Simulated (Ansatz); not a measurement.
Consider CdS in the zinc blende structure (space group F-43m, No. 216; a = 5.927 Å).

(Cell as relaxed with PBE.)

Levels (all Ansatz, a program for electronic structure, PAW, earlier PAW set): PBE (420 eV, no spin-orbit coupling); r2SCAN (500 eV, scalar-relativistic without spin-orbit coupling).

Each level relaxes its own structure.

| base | PBE | r2SCAN |
|---|---|---|
| volume per atom | 26.03 Å³ | 25.40 Å³ |
| lattice parameter a | 5.927 Å | 5.879 Å |
| band gap | 1.04 eV | 1.54 eV |

Now apply this change: hydrostatic tension (pressure −1 GPa).

| quantity | PBE | r2SCAN |
|---|---|---|
| mean gap deformation potential ΔEg/Δln V | -2.2 eV | -2.3 eV |
| electron mass | 0.11 mₑ (at Γ) | 0.15 mₑ (at Γ) |

The two differ in detail. Neither level is exact; r2SCAN is the comparison here, not a measurement.

Load acts through the strain it causes; cell and atoms are relaxed under it. Masses are band curvatures over ±0.01 Å⁻¹ around the edge. Stability against distortions was not tested.
